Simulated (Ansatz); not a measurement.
**Input and output of a self-consistent single point for Cu₂SnS₃ (Imm2, 6 atoms in the cell) (Ansatz, a quantum-chemistry and plane-wave program)**

Method: LDA (PW92), default PAW files made with PBE (plane waves; Ansatz).

The input file:

Ansatz 0.2 input:
```yaml
# Cu2SnS3
crystal:
  lattice:
    - [-1.936365, 5.745110, 2.690060]
    - [1.936365, -5.745110, 2.690060]
    - [1.936365, 5.745110, -2.690060]
  atoms:
    - { symbol: Cu, position: [0.838340, 0.009240, 0.829100] }
    - { symbol: Cu, position: [0.180140, 0.009240, 0.170900] }
    - { symbol: Sn, position: [0.480290, 0.980290, 0.500000] }
    - { symbol: S, position: [0.060520, 0.736680, 0.323840] }
    - { symbol: S, position: [0.412840, 0.736680, 0.676160] }
    - { symbol: S, position: [0.777860, 0.777860, 0.000000] }
kpoints:
  mp_grid:
    grid: [5, 5, 5]
hamiltonian:
  xc: lda
  pseudopotentials:
    kind: paw
scf:
  occupations:
    method: fermi_dirac
    width: 0.05
output:
  forces: true
  eigenvalues: true
  stress: true
```

Log, with long lists cut:

```
WARN basis.ecutwfc = 420 eV, the default
WARN ansatz: RAYON_NUM_THREADS=1 ignored (pool sized by the plan → 1); use --threads N
basis.fft_grid_basis auto: the FFT boxes are laid along the combinations [[1, 1, 0], [0, 1, 1], [0, 0, 1]] of the cell's own vectors, 5.380, 3.873 and 6.633 Å …
Pseudopotentials: kind: paw
Pseudopotential: Cu, paw, valence charge 19
Pseudopotential: Sn, paw, valence charge 14
Pseudopotential: S, paw, valence charge 6
Crystal: 6 atoms, lattice volume = 119.704 Å³
Basis set: ecut = 420 eV, 2317 PW (Γ), FFT grids on a1+a2, a2+a3, a3
Bands: 42, of which v1, the nominal top of the filled ones, is band 35 counted from 1 (34 counted from 0)
Symmetry: 4 space group operations
Space group: Imm2 (ITA 44), of the structure as read, at distance tolerance 4.9e-5 Å
k-points: 27 of 125 (time reversal used)
PAW frozen core: Cu, regenerated for the run's functional, and the local potential with it
PAW frozen core: Sn, regenerated for the run's functional, and the local potential with it
PAW frozen core: S, regenerated for the run's functional, and the local potential with it
Initial density: superposition of atomic densities (neutral atoms: chi_scale 0, normalization atom), corrected by the library's trained network
Initial wavefunctions: pseudopotential atomic-orbital guess
Eigensolver: davidson
Functional: x = slater, c = lda
SCF iter   1: F=—  HF=-21601.668854 eV  |F-HF|=—  |Δ(HF+E_count)|=         —  Δρ=1.17e-2  dr2=9.78e-2  ethr=1.77e-3  ⟨swp⟩=6.7  Hψ=4731  notcnv=0  defer=2
all-band conjugate gradients solve this SCF's bands
preconditioner: auto → Kerker (q_TF=auto, 2.495 Å⁻¹)
SCF iter   2: F=—  HF=-21601.661922 eV  |F-HF|=—  |Δ(HF+E_count)|=   6.93e-3  Δρ=8.99e-3  dr2=7.95e-2  ethr=1.40e-4  ⟨swp⟩=2.0  Hψ=2391  notcnv=0  defer=39
preconditioner: auto → Resta (q_TF=auto, 2.495 Å⁻¹)
SCF iter   3: F=—  HF=-21601.645817 eV  |F-HF|=—  |Δ(HF+E_count)|=   1.61e-2  Δρ=4.12e-3  dr2=1.33e-2  ethr=1.14e-4  ⟨swp⟩=2.0  Hψ=1627  notcnv=0  defer=39
SCF iter   4: F=—  HF=-21601.642239 eV  |F-HF|=—  |Δ(HF+E_count)|=   3.58e-3  Δρ=1.02e-3  dr2=9.02e-4  ethr=1.90e-5  ⟨swp⟩=2.6  Hψ=1754  notcnv=0  defer=39
SCF iter   5: F=—  HF=-21601.642029 eV  |F-HF|=—  |Δ(HF+E_count)|=   2.10e-4  Δρ=1.52e-4  dr2=3.55e-5  ethr=1.29e-6  ⟨swp⟩=2.4  Hψ=1620  notcnv=0  defer=39
SCF iter   6: F=—  HF=-21601.642014 eV  |F-HF|=—  |Δ(HF+E_count)|=   1.45e-5  Δρ=7.96e-5  dr2=5.43e-6  ethr=5.08e-8  ⟨swp⟩=2.6  Hψ=1583  notcnv=0  defer=39
SCF iter   7: F=—  HF=-21601.642014 eV  |F-HF|=—  |Δ(HF+E_count)|=   3.98e-7  Δρ=2.59e-5  dr2=8.34e-7  ethr=7.76e-9  ⟨swp⟩=2.0  Hψ=1484  notcnv=0  defer=39
SCF iter   8: F=—  HF=-21601.642014 eV  |F-HF|=—  |Δ(HF+E_count)|=   1.58e-8  Δρ=1.55e-5  dr2=2.51e-7  ethr=1.19e-9  ⟨swp⟩=2.0  Hψ=1379  notcnv=0  defer=39
SCF iter   9: F=-21601.642014 eV  HF=-21601.642014 eV  |F-HF|=2.57e-9  |Δ(HF+E_count)|=   4.54e-8  Δρ=2.99e-6  dr2=8.78e-9  ethr=1.43e-10  ⟨swp⟩=9.2  Hψ=4361  notcnv=0
SCF 1 converged in 9 iterations: F = -21601.642014 eV  dr2 = 8.78e-9
SCF converged after 9 iterations
Free energy (F): -21601.642014 eV
Harris-Foulkes:  -21601.642014 eV  (|F-HF|=2.57e-9)
Internal energy: -21601.637622 eV  (E = F + TS)
E sigma→0 (E₀):  -21601.639818 eV
Entropy (-TS):   -0.004392 eV (-0.732 meV/atom)
Fermi energy:    8.607428 eV
--- Per-component energies (eV) ---
  E_band       = -1111.905972
  E_kinetic    = 1110.075007
  E_local      = -12829.797222  (includes V_loc(G=0)·N_el)
  E_nonlocal   = 861.742642
  E_hartree    = 5816.670351
  E_xc         = -843.140079
  E_vxc        = -589.527148  (∫ρ·V_xc dr)
  E_paw        = -8900.287767  (= ΣΔE_a)
  E_vpaw       = -1297.728601  (= ΣTr[D̂ρ^β])
  E_aug_tail   = 0.000392  (compensation charges beyond the density's cutoff)
  E_ewald      = -6818.684757
  E_core_change = 1.783811  (= ΣΔE_core)
  E_smearing   = -0.004392  (= −TS)
  E_closure    = -0.000000  (closes the sum)
  Σ components = -21601.642014   (vs F -21601.642014, Δ=0.00e0)
--- Forces (eV/Å), atoms counted from 1 ---
  atom   1  Cu     0.00000000     0.00335587    -0.00291608
  atom   2  Cu     0.00000000    -0.00335587    -0.00291608
  atom   3  Sn     0.00000000     0.00000000     0.07486290
  atom   4  S      0.00000000    -0.25187303    -0.16450590
  atom   5  S      0.00000000     0.25187303    -0.16450590
  atom   6  S      0.00000000     0.00000000     0.25997925
  max |Σ_I F_I| component: 1.81e-6 eV/Å
--- Stress (GPa, compression-positive) ---
       -3.839030       0.000000       0.000000
        0.000000      -3.588584       0.000000
        0.000000       0.000000      -3.725047
  P = ⅓ Tr σ = -3.7176 GPa (-37.176 kbar)
  The stress holds the Pulay correction. Without it, at fixed plane waves, as pw.x and ABINIT print it: P = -3.7693 GPa
--- Band table (eV; the first three rows and the last of 27) ---
  k-point 0: bands = ["-102.7894", "-102.7894", "-60.6617", "-60.6615", "-60.6160", "-60.6159", "-60.5965", "-60.5963", "-13.8809", "-13.8509", "-13.8444", "-13.7850", "-13.7622", "-6.3581", "-4.8495", "-4.5904", "0.5693", "2.8317", "3.0299", [...]
  k-point 1: bands = ["-102.7894", "-102.7894", "-60.6617", "-60.6616", "-60.6161", "-60.6160", "-60.5965", "-60.5963", "-13.8722", "-13.8502", "-13.8487", "-13.7832", "-13.7666", "-6.0970", "-4.8095", "-4.5723", "0.4876", "2.8896", "3.1366", [...]
  k-point 2: bands = ["-102.7894", "-102.7894", "-60.6616", "-60.6616", "-60.6162", "-60.6162", "-60.5964", "-60.5963", "-13.8812", "-13.8490", "-13.8329", "-13.7799", "-13.7738", "-5.4478", "-4.8620", "-4.6233", "0.1351", "2.7093", "3.0762", [...]
  k-point 26: bands = ["-102.7895", "-102.7894", "-60.6616", "-60.6616", "-60.6161", "-60.6160", "-60.5965", "-60.5963", "-13.8722", "-13.8501", "-13.8485", "-13.7832", "-13.7666", "-5.8058", "-5.1476", "-4.6837", "0.5547", "2.9577", "3.3632", [...]
```

The run converged in 9 iterations.

The starting cell comes from a database of computed structures (which also holds hypothetical and non-ambient phases and stackings), without a prior relaxation at this level. Spin polarisation is off. With a pressure of about -4 GPa the cell is away from its equilibrium volume at this level. Ansatz's pressure includes its estimate of the finite-basis (Pulay) stress. The run gives no clean gap (levels at the Fermi energy touch, overlap or are partly filled at this smearing), which alone does not show that the compound is a metal.
